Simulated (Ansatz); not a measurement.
The starting structures come from a database of crystals and need not be the phases stable at ambient conditions.

Data:

```
CELL_PARAMETERS angstrom
      5.87722     0.00000     0.00000
     -2.93861     5.08983     0.00000
      2.93861     1.69661     4.79873
ATOMIC_POSITIONS crystal
  Ge 0.75000 0.37500 0.87500
  Ge 0.25000 0.37500 0.37500
  Ge 0.75000 0.37500 0.37500
  Ge 0.25000 0.87500 0.37500
  Ge 0.00000 0.00000 0.00000
  Ge 0.50000 0.75000 0.75000
  N  0.76632 0.14948 0.61684
  N  0.26632 0.13316 0.60052
  N  0.76632 0.61684 0.61684
  N  0.26632 0.13316 0.13316
  N  0.23368 0.61684 0.61684
  N  0.73368 0.13316 0.13316
  N  0.23368 0.61684 0.14948
  N  0.73368 0.60052 0.13316
```

Space group of this cell: Fd-3m. The cell is taken as given; by PBEsol its mean pressure is -6.4 GPa.

The numbers are results of PBEsol (plane waves, PAW; Ansatz, a quantum-chemistry and plane-wave program), not measurements.

The current runs along the normal of the first two printed vectors; no spin-orbit coupling. Scaled by the factor s: all lengths (ions clamped). Meshes 8×8×8 and 6×6 across the current in all rows.

```tsv
s	mean pressure (GPa)	slowest mid-gap decay constant κ (1/Å)
0.98	8.1	?
1.00	-6.4	0.152
1.02	-17.1	0.108
```

### Question
Take the slope of the slowest mid-gap decay constant κ against ln s from the two given rows, extrapolate to s = 0.98, and say what the run there gives.

### Answer
Slope = (0.108 − 0.152) / ln 1.02 = -2.22 1/Å. The line gives 0.152 + (-2.22) × ln 0.98 = 0.197 1/Å. The run gives 0.194 1/Å, 0.003 1/Å under the line, 6 % of the predicted step.
